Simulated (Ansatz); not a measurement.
For MgB2 in space group P6/mmm (No. 191) at 600 K, the quasi-harmonic free energy with Ansatz (an electronic-structure program), PBEsol functional, plane-wave PAW gives a volume expansion coefficient α_V = 37.51 × 10⁻⁶ K⁻¹, an isothermal bulk modulus B_T = 133.1 GPa, a molar volume V_m = 17.557 cm³/mol and C_V = 67.55 J/(mol K). 

Q: Work out the Grüneisen parameter, C_P and the adiabatic bulk modulus.

A: γ = α_V B_T V_m / C_V = 1.30. C_P − C_V = α_V² B_T V_m T = 1.97 J/(mol K), so C_P = 69.53 J/(mol K). B_S = B_T C_P/C_V = B_T (1 + α_V γ T) = 137.0 GPa.

The PAW data sets were generated under PBE and serve the other functionals too.
